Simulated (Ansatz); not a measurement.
Defect migration in fcc Al: Mg-vacancy pair (Mg on one host Al site, one Al site vacant), neutral cell. The step: a nearby Al atom hops onto the vacant site (Mg-vacancy distance between ideal sites 2.86 → 4.04 Å); the atom moves 2.76 Å along (0.00, -0.47, 0.49) of the unit cell; the moving atom starts with neighbours 5 Al at 2.83, Al at 2.88, 4 Al at 2.90, Al at 2.92 Å and ends with 3 Al at 2.82, 2 Al at 2.85, 2 Al at 2.87, Al at 2.90, 2 Al at 2.92; Mg at 2.89 Å. DFT values are from Ansatz (plane-wave PAW, 420 eV unless said) in a cell of 32 host sites, spin-restricted, static, with no finite-size correction. Forms of the defect that were not tried may lie lower. The start lies 0.073 eV above the lowest site run (PBE). The order of the sites in energy changes with the mesh. For the PBE band: the saddle point's order was not checked, and it lies on a symmetry element of the cell, where a band can be held.

| Level | Forward barrier (eV) | Cost of the band or of the saddle's single point |
|---|---|---|
| CHGNet universal potential (has no charge state), its own band | 0.19 | - |
| PBE, a 4×4×4 k-point mesh shifted by half a step, band relaxed | 0.50 | roughly 13 core-minutes |
| PBE, a 6×6×6 k-point mesh shifted by half a step, same geometries | 0.52 | very roughly 2.9 core-minutes |
| r2SCAN at 500 eV, a 4×4×4 k-point mesh shifted by half a step, same geometries | 0.60 | about 120 core-seconds (a rough figure) |

Ansatz is a quantum-chemistry and plane-wave program.
